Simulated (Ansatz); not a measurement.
## fcc Ir (0 0 1) on cubic KTaO3 (0 0 1) (film strained to the substrate, started from cuts of the bulks and a machine-learned relaxation; slabs K3Ta4O11 and Ir12, which can lie off the formulas)

A periodic stack without vacuum, fcc Ir (0 0 1) on cubic KTaO3 (0 0 1) (film strained to the substrate, started from cuts of the bulks and a machine-learned relaxation; slabs K3Ta4O11 and Ir12, which can lie off the formulas): substrate slab K3Ta4O11, film Ir12, surface cells [[0, 1], [-1, 0]] and [[0, -1], [2, 1]], film strained by +4.0 and +4.0 %, outermost planes OTa/OTa and Ir/Ir as cut, which need not be the usual terminations and can put a slab off its formula.

The start was prepared with a machine-learned potential, and the result is one local minimum, with the in-plane cell held and forces under 0.04 eV/Å; the film can end far from its bulk form.

Computed with PBE (plane waves to 420 eV, PAW; Ansatz, a first-principles code). Scalar-relativistic, without spin–orbit coupling; the runs are not spin-polarised; PBE gaps are too small against experiment. Its k-point mesh 8×8×1, Fermi–Dirac width 0.05 eV.

interface area: 16.2 Å²
period: 25.52 Å
heights between the nearest atoms of the two slabs at the two interfaces: 2.02 and 2.02 Å
Ir–Ta contacts across the interfaces within 1.22 times the sum of covalent radii: 8, mean 2.85 Å
Ir–O contacts across the interfaces within 1.22 times the sum of covalent radii: 4, mean 2.12 Å

```yaml
crystal:
  lattice:
    - [4.02459, 0.00000, 0.00001]
    - [0.00000, 4.02459, -0.00007]
    - [0.00006, -2.01276, 25.52201]
  atoms:
    - { symbol: K, position: [0.00000, 0.09280, 0.11837] }
    - { symbol: Ta, position: [0.50000, 0.55182, 0.03705] }
    - { symbol: O, position: [0.00000, 0.55369, 0.04100] }
    - { symbol: O, position: [0.49999, 0.05371, 0.04098] }
    - { symbol: O, position: [0.50000, 0.59132, 0.11641] }
    - { symbol: K, position: [0.00000, 0.17102, 0.27406] }
    - { symbol: Ta, position: [0.50000, 0.63218, 0.19522] }
    - { symbol: O, position: [0.00000, 0.63056, 0.19528] }
    - { symbol: O, position: [0.50000, 0.13043, 0.19528] }
    - { symbol: O, position: [0.50000, 0.67001, 0.27406] }
    - { symbol: K, position: [0.00000, 0.24852, 0.42974] }
    - { symbol: Ta, position: [0.50001, 0.71114, 0.35290] }
    - { symbol: O, position: [0.00000, 0.70935, 0.35284] }
    - { symbol: O, position: [0.49999, 0.20922, 0.35284] }
    - { symbol: O, position: [0.50000, 0.74901, 0.43171] }
    - { symbol: Ta, position: [0.50000, 0.78883, 0.51107] }
    - { symbol: O, position: [0.00000, 0.78675, 0.50712] }
    - { symbol: O, position: [0.50002, 0.28686, 0.50714] }
    - { symbol: Ir, position: [0.50000, 0.86562, 0.66485] }
    - { symbol: Ir, position: [0.00000, 0.36467, 0.66279] }
    - { symbol: Ir, position: [0.00001, 0.82857, 0.59038] }
    - { symbol: Ir, position: [0.50001, 0.32840, 0.59035] }
    - { symbol: Ir, position: [0.50000, 0.93877, 0.81122] }
    - { symbol: Ir, position: [0.00000, 0.43907, 0.81148] }
    - { symbol: Ir, position: [0.00000, 0.90175, 0.73664] }
    - { symbol: Ir, position: [0.50000, 0.40153, 0.73690] }
    - { symbol: Ir, position: [0.49999, 0.01238, 0.95777] }
    - { symbol: Ir, position: [0.99999, 0.51214, 0.95774] }
    - { symbol: Ir, position: [0.00000, 0.97589, 0.88533] }
    - { symbol: Ir, position: [0.50000, 0.47487, 0.88326] }
```
